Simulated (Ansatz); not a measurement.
Consider the following.

```yaml
crystal:
  lattice:
    - [1.61319, 0.93137, 6.01090]
    - [-1.61319, 0.93137, 6.01090]
    - [0.00000, -1.86275, 6.01090]
  atoms:
    - { symbol: Si, position: [0.99999, 0.99999, 0.99999] }
    - { symbol: S, position: [0.74696, 0.74696, 0.74696] }
    - { symbol: S, position: [0.58635, 0.58635, 0.58635] }
```

No spin polarisation.

All numbers come from r2SCAN+rVV10 (Ansatz, a quantum-chemistry and plane-wave program; PAW; 500 eV plane waves; no spin-orbit coupling), earlier PAW set. Settings: 12×12×12 k-points, 0.05 eV Fermi–Dirac smearing.

### Question
What is the computed gap character?

### Answer
Indirect, T → k = (0.167, 0.167, -1/3) in the run's primitive reciprocal basis.

### Question
Predict the band gap.

### Answer
0.33 eV.

### Question
Estimate the width of the top valence band.

### Answer
2.04 eV.

Whether these cells are dynamically stable was not tested. The cell was made from MoS2 by this change: Mo → Si; the result is a hypothetical phase, not in the database extracts checked.
